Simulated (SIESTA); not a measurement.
Worked example: self-consistent single point of MnO2 (P4_2/mnm, 6 atoms in the cell) in SIESTA.

Level of theory: GGA PBE, numerical atomic orbitals DZP, PseudoDojo PBE standard norm-conserving potentials (rewritten from UPF to PSML) run with SIESTA.

The change in words: lattice scaled by 0.98. Reference geometry:
```yaml
crystal:
  lattice:
    - [4.31637, 0.00000, 0.00000]
    - [0.00000, 4.31637, 0.00000]
    - [0.00000, 0.00000, 2.81232]
  atoms:
    - { symbol: Mn, position: [0.00000, 0.00000, 0.00000], spin: 4.0 }
    - { symbol: Mn, position: [0.50000, 0.50000, 0.50000], spin: 4.0 }
    - { symbol: O, position: [0.30492, 0.30492, 0.00000] }
    - { symbol: O, position: [0.69508, 0.69508, 0.00000] }
    - { symbol: O, position: [0.19508, 0.80492, 0.50000] }
    - { symbol: O, position: [0.80492, 0.19508, 0.50000] }
```
(The spins are starting values, not results.)

Reference input (self-consistent single point, DFT, GGA PBE, numerical atomic orbitals DZP, PseudoDojo PBE standard norm-conserving potentials (rewritten from UPF to PSML)): XC.functional = GGA; XC.authors = PBE; potentials = PseudoDojo PBE standard; PAO.BasisSize = DZP; PAO.EnergyShift = 0.005 Ry; MeshCutoff = 300 Ry; kgrid.MonkhorstPack = 5 5 8; OccupationFunction = FD; ElectronicTemperature = 100 meV; Spin = polarized; DM.InitSpin = [1 +4.00, 2 +4.00, 3 +0.00, 4 +0.00, 5 +0.00, 6 +0.00]; MaxSCFIterations = 150. This run's input differs from it in these lines:

```diff
@@ -12,5 +12,5 @@
 %block LatticeVectors
-     4.316372000    0.000000000    0.000000000
-     0.000000000    4.316372000    0.000000000
-     0.000000000    0.000000000    2.812319000
+     4.230045000    0.000000000    0.000000000
+     0.000000000    4.230045000    0.000000000
+     0.000000000    0.000000000    2.756073000
 %endblock LatticeVectors
```

The program printed (abridged):

```
        iscf     Eharris(eV)        E_KS(eV)     FreeEng(eV)     dDmax    Ef(eV) dHmax(eV)
   scf:    1    -7595.300039    -7691.692042    -7691.697014  0.861634 -2.336819 22.430183
     spin moment: {S} , |S| = {        0.0        0.0    5.99895 }     5.99895
   scf:    2    -7724.902266    -7709.561523    -7709.567965  0.198574 -3.653321 15.179937
     spin moment: {S} , |S| = {        0.0        0.0    5.99923 }     5.99923
   scf:    3    -7696.229352    -7719.296538    -7719.422885  0.345237 -5.688452  8.857554
     spin moment: {S} , |S| = {        0.0        0.0    5.38178 }     5.38178
   [... lines left out ...]
     spin moment: {S} , |S| = {        0.0        0.0    5.55834 }     5.55834
   scf:   16    -7725.142147    -7725.142969    -7725.230049  0.000898 -5.335799  0.002150
     spin moment: {S} , |S| = {        0.0        0.0    5.55060 }     5.55060
   scf:   17    -7725.143304    -7725.143136    -7725.230050  0.000194 -5.335994  0.000189
     spin moment: {S} , |S| = {        0.0        0.0    5.55216 }     5.55216
   scf:   18    -7725.143134    -7725.143135    -7725.230050  0.000009 -5.335996  0.000159
     spin moment: {S} , |S| = {        0.0        0.0    5.55216 }     5.55216
SCF Convergence by DM+H criterion
max |DM_out - DM_in|         :     0.0000093163
max |H_out - H_in|      (eV) :     0.0001586346
SCF cycle converged after 18 iterations

Using DM_out to compute the final energy and forces

siesta: E_KS(eV) =            -7725.1431

siesta: E_KS - E_eggbox =     -7725.1431

siesta: Atomic forces (eV/Ang):
     1   -0.000000    0.000000   -0.000000
     2    0.000000   -0.000000   -0.000000
     3   -0.520481   -0.520481    0.000000
     4    0.520481    0.520481    0.000000
     5    0.520481   -0.520481    0.000000
     6   -0.520481    0.520481    0.000000
   Tot   -0.000000    0.000000   -0.000000
   Max    0.520481
   Res    0.346988    sqrt( Sum f_i^2 / 3N )
   Max    0.520481    constrained

   [... lines left out ...]
siesta: FreeEng =     -7725.230050
siesta: Cell volume =         49.315188 Ang**3
siesta:         475.75626084        486.23186752  kBar
   [... lines left out ...]

mulliken: Qtot =       24.224

Mulliken Atomic Populations:
Atom #   charge [q] valence [e]      Sz [e]  Species
     1     1.107348   13.892652    2.520542  Mn
     2     1.107348   13.892652    2.520542  Mn
     3    -0.553674    6.553674    0.127768  O
     4    -0.553674    6.553674    0.127768  O
     5    -0.553674    6.553674    0.127768  O
     6    -0.553674    6.553674    0.127768  O
 Total    -0.000000                5.552157
```

The run converged in 18 iterations. Against the reference run the free energy goes up by 115 meV/atom, the pressure goes from 25.25 to 47.58 GPa, the largest force goes from 0.365 to 0.736 eV/Å and the size of the net moment goes from 0.97 to 0.93 μB/atom.

The starting cell comes from a database of computed structures (which also holds hypothetical and non-ambient phases and stackings), without a prior relaxation at this level. Its lattice was rescaled by a random factor within 2.5 % of one. For this run, on top of that: lattice scaled by 0.98. The magnetic order is the one reached from the typed start; others were not searched systematically. Values carry the incompleteness of an atom-centred basis. With a pressure of about 48 GPa the cell is away from its equilibrium volume at this level.

Cost on one core of a shared machine: roughly 80 s.
